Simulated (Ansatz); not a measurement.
Results of LDA in Ansatz (PAW) for Ta₂O₅ (Pbam, No. 55, 14 atoms in the cell; start mp-1104837).

The input as run:

Ansatz 0.2 input:
```yaml
crystal:
  lattice:
    - [6.1486745462, 0.0, 0.0000223978]
    - [0.0, 3.7579330827, 0.0]
    - [-0.0001016526, 0.0, 7.2615250132]
  atoms:
    - { symbol: Ta, position: [-0.0210561155, 0.0, -0.0134529014] }
    - { symbol: Ta, position: [0.0317783989, 0.0, 0.4865513215] }
    - { symbol: Ta, position: [0.5317667962, 0.0, 0.2288591141] }
    - { symbol: Ta, position: [0.4789699242, 0.0, 0.7288545718] }
    - { symbol: O, position: [-0.0484951033, 0.5, -0.0538924381] }
    - { symbol: O, position: [0.0591575691, 0.5, 0.4461595647] }
    - { symbol: O, position: [0.5591287068, 0.5, 0.2692645562] }
    - { symbol: O, position: [0.4515875389, 0.5, 0.7692677538] }
    - { symbol: O, position: [0.2553039992, 0.0, 0.1077561941] }
    - { symbol: O, position: [0.8658354919, 0.0, 0.2467650591] }
    - { symbol: O, position: [0.7553893941, 0.0, 0.6077336119] }
    - { symbol: O, position: [0.3658665088, 0.0, 0.4686848928] }
    - { symbol: O, position: [0.1449011121, 0.0, 0.7467671161] }
    - { symbol: O, position: [0.6448457788, 0.0, 0.9686915835] }
basis:
  ecutwfc: 520
  ecutrho_ratio: 4
  xc_grid: 2
kpoints:
  mp_grid: { grid: [6, 10, 6] }
  band_path:
    path:
      - [0.0, 0.0, 0.0]
      - [-0.125, 0.0, 0.000002]
      - [-0.25, 0.0, 0.000003]
      - [-0.375, 0.0, 0.000005]
      - [-0.5, 0.0, 0.000006]
      - [-0.5, 0.0, -0.166661]
      - [-0.5, 0.0, -0.333327]
      - [-0.5, 0.0, -0.499994]
      - [-0.375, 0.0, -0.499995]
      - [-0.25, 0.0, -0.499997]
      - [-0.125, 0.0, -0.499998]
      - [0.0, 0.0, -0.5]
      - [0.0, 0.0, -0.333333]
      - [0.0, 0.0, -0.166667]
      - [0.0, -0.0625, 0.0]
      - [0.0, -0.125, 0.0]
      - [0.0, -0.1875, 0.0]
      - [0.0, -0.25, 0.0]
      - [0.0, -0.3125, 0.0]
      - [0.0, -0.375, 0.0]
      - [0.0, -0.4375, 0.0]
      - [0.0, -0.5, 0.0]
      - [-0.125, -0.5, 0.000002]
      - [-0.25, -0.5, 0.000003]
      - [-0.375, -0.5, 0.000005]
      - [-0.5, -0.5, 0.000006]
      - [-0.5, -0.5, -0.166661]
      - [-0.5, -0.5, -0.333327]
      - [-0.5, -0.5, -0.499994]
      - [-0.375, -0.5, -0.499995]
      - [-0.25, -0.5, -0.499997]
      - [-0.125, -0.5, -0.499998]
      - [0.0, -0.5, -0.5]
      - [0.0, -0.5, -0.333333]
      - [0.0, -0.5, -0.166667]
      - [-0.5, -0.0625, 0.000006]
      - [-0.5, -0.125, 0.000006]
      - [-0.5, -0.1875, 0.000006]
      - [-0.5, -0.25, 0.000006]
      - [-0.5, -0.3125, 0.000006]
      - [-0.5, -0.375, 0.000006]
      - [-0.5, -0.4375, 0.000006]
      - [0.0, -0.0625, -0.5]
      - [0.0, -0.125, -0.5]
      - [0.0, -0.1875, -0.5]
      - [0.0, -0.25, -0.5]
      - [0.0, -0.3125, -0.5]
      - [0.0, -0.375, -0.5]
      - [0.0, -0.4375, -0.5]
      - [-0.5, -0.0625, -0.499994]
      - [-0.5, -0.125, -0.499994]
      - [-0.5, -0.1875, -0.499994]
      - [-0.5, -0.25, -0.499994]
      - [-0.5, -0.3125, -0.499994]
      - [-0.5, -0.375, -0.499994]
      - [-0.5, -0.4375, -0.499994]
    npoints: 1
hamiltonian:
  xc: lda
  dispersion: none
  pseudopotentials: { kind: paw }
scf:
  occupations: { method: fermi_dirac, width: 0.01 }
  convergence: { dr2_threshold: 0.0000000014 }
output:
  forces: true
  stress: true
  eigenvalues: true
  write_bands: true
```

The run printed, among other lines:

```
Crystal: 14 atoms, lattice volume = 167.787 Å³
Basis set: ecut = 520 eV, 4497 PW (Γ), exchange–correlation on 96×60×120 points (8 copies of the dense FFT grid, shifted against one another)
Bands: 70, of which v1, the nominal top of the filled ones, is band 56 counted from 1 (55 counted from 0)
Symmetry: 2 space group operations
Space group: Pm (ITA 6), of the structure as read, at distance tolerance 5.5e-5 Å
k-points: 120 of 360 (time reversal used)
Functional: x = slater, c = lda
SCF iter   1: F=—  HF=-44298.197990 eV  |F-HF|=—  |Δ(HF+E_count)|=         —  Δρ=1.99e-2  dr2=6.01e-1
SCF iter   2: F=—  HF=-44298.066359 eV  |F-HF|=—  |Δ(HF+E_count)|=   1.32e-1  Δρ=6.30e-3  dr2=3.16e-2
  ...
SCF iter   9: F=—  HF=-44298.056958 eV  |F-HF|=—  |Δ(HF+E_count)|=   1.76e-7  Δρ=3.72e-6  dr2=2.68e-8
SCF iter  10: F=-44298.056958 eV  HF=-44298.056958 eV  |F-HF|=0.00e0  |Δ(HF+E_count)|=   2.36e-9  Δρ=6.28e-7  dr2=1.00e-9
SCF 1 converged in 10 iterations: F = -44298.056958 eV  dr2 = 1.00e-9
SCF converged after 10 iterations
Free energy (F): -44298.056958 eV
Internal energy: -44298.056958 eV  (E = F + TS)
E sigma→0 (E₀):  -44298.056958 eV
Fermi energy:    10.032156 eV
--- Forces (eV/Å), atoms counted from 1 ---
  atom   1  Ta    -0.00015575     0.00000000    -0.00089789
  atom   2  Ta     0.00015094    -0.00000000     0.00113470
  atom   3  Ta    -0.00238488    -0.00000000     0.00001765
  atom   4  Ta     0.00008840     0.00000000     0.00101092
  atom   5  O      0.00141281    -0.00000000     0.00095089
  atom   6  O     -0.00002027     0.00000000    -0.00072673
  atom   7  O     -0.00025427    -0.00000000     0.00081292
  atom   8  O      0.00072539    -0.00000000     0.00047920
  atom   9  O      0.00161277     0.00000000     0.00003581
  atom  10  O     -0.00195392     0.00000000     0.00121300
  atom  11  O      0.00106834     0.00000000    -0.00021251
  atom  12  O     -0.00249737     0.00000000    -0.00287426
  atom  13  O      0.00050295    -0.00000000     0.00151976
  atom  14  O      0.00170479     0.00000000    -0.00246332
--- Stress (GPa, compression-positive) ---
       -0.008920      -0.000000      -0.001641
       -0.000000       0.005292       0.000000
       -0.001641       0.000000      -0.010491
  P = ⅓ Tr σ = -0.0047 GPa (-0.047 kbar)
```

The PAW data were made under PBE.

Computing time: about 5 core-minutes (a rough figure).

A start named mp-… is a Materials Project structure, which need not be a measured phase.

Ansatz is a first-principles code.
